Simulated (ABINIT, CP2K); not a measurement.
An ABINIT input for a self-consistent single point of Sn (Fd-3m, 2 atoms in the cell) (DFT, PBE, plane waves, norm-conserving pseudopotentials (PseudoDojo nc-sr-05 PBE standard)):

```
# Sn, PseudoDojo nc-sr-05 PBE standard
pp_dirpath "./"
pseudos "Sn.upf"
acell 8.4974324147 8.4974324147 8.4974324147
rprim
        -0.0000000000    0.7071067812    0.7071067812
         0.7071067812   -0.0000000000    0.7071067812
         0.7071067812    0.7071067812   -0.0000000000
natom 2
ntypat 1
znucl 50
typat 1 1
xred
         0.0000000000    0.0000000000    0.0000000000
         0.2500000000    0.2500000000    0.2500000000
ecut 36
occopt 3
tsmear 0.00183747
nband 19
kptopt 1
ngkpt 9 9 9
nshiftk 1
shiftk 0 0 0
nstep 100
tolvrs 1.0e-11
prtwf 0
prtden 0
```

**Question.** Translate this input to CP2K.

**Answer.** This is the input that was run; spellings and numerical settings could be chosen otherwise.

```
&GLOBAL
  PROJECT sn
  RUN_TYPE ENERGY_FORCE
  PRINT_LEVEL MEDIUM
&END GLOBAL
&FORCE_EVAL
  METHOD Quickstep
  STRESS_TENSOR ANALYTICAL
  &DFT
    BASIS_SET_FILE_NAME BASIS_MOLOPT
    POTENTIAL_FILE_NAME GTH_POTENTIALS
    &QS
      METHOD GPW
      EPS_DEFAULT 1E-10
    &END QS
    &MGRID
      CUTOFF 400
      REL_CUTOFF 60
      NGRIDS 4
    &END MGRID
    &SCF
      SCF_GUESS ATOMIC
      EPS_SCF 1E-6
      MAX_SCF 100
      ADDED_MOS 4
      &DIAGONALIZATION
        ALGORITHM STANDARD
      &END DIAGONALIZATION
      &MIXING
        METHOD BROYDEN_MIXING
        ALPHA 0.4
        NBUFFER 8
      &END MIXING
      &SMEAR ON
        METHOD FERMI_DIRAC
        ELECTRONIC_TEMPERATURE [K] 580.23
      &END SMEAR
    &END SCF
    &KPOINTS
      SCHEME MONKHORST-PACK 9 9 9
    &END KPOINTS
    &XC
      &XC_FUNCTIONAL PBE
      &END XC_FUNCTIONAL
    &END XC
    &PRINT
      &MO
        EIGENVALUES T
        OCCUPATION_NUMBERS T
        NDIGITS 8
        FILENAME mo
        &EACH
          QS_SCF 0
        &END EACH
        ADD_LAST NUMERIC
      &END MO
      &MULLIKEN ON
      &END MULLIKEN
    &END PRINT
  &END DFT
  &SUBSYS
    &CELL
      A 4.49664800 0.00000000 0.00000000
      B 2.24832400 3.89421100 0.00000000
      C 2.24832400 1.29807000 3.67149700
      PERIODIC XYZ
    &END CELL
    &COORD
      SCALED
      Sn       0.00000000     0.00000000     0.00000000
      Sn       0.25000000     0.25000000     0.25000000
    &END COORD
    &KIND Sn
      BASIS_SET DZVP-MOLOPT-SR-GTH
      POTENTIAL GTH-PBE-q4
    &END KIND
  &END SUBSYS
  &PRINT
    &FORCES ON
    &END FORCES
    &STRESS_TENSOR ON
    &END STRESS_TENSOR
  &END PRINT
&END FORCE_EVAL
```

Basis, cutoffs, solver keys and any potentials are the target program's own. This input uses DFT PBE, GPW, DZVP-MOLOPT-SR-GTH basis, GTH-PBE potentials (GTH_POTENTIALS). Both were run: pressure 6.80 GPa in ABINIT and 7.09 in CP2K.

On ABINIT: the starting cell has typed, rounded lattice constants, without a prior relaxation at this level. For this run, on top of that: lattice scaled by 0.98. With a pressure of about 7 GPa the cell is away from its equilibrium volume at this level.

On CP2K: the starting cell has typed, rounded lattice constants, without a prior relaxation at this level. For this run, on top of that: lattice scaled by 0.98. Values carry the incompleteness of an atom-centred basis. With a pressure of about 7 GPa the cell is away from its equilibrium volume at this level.
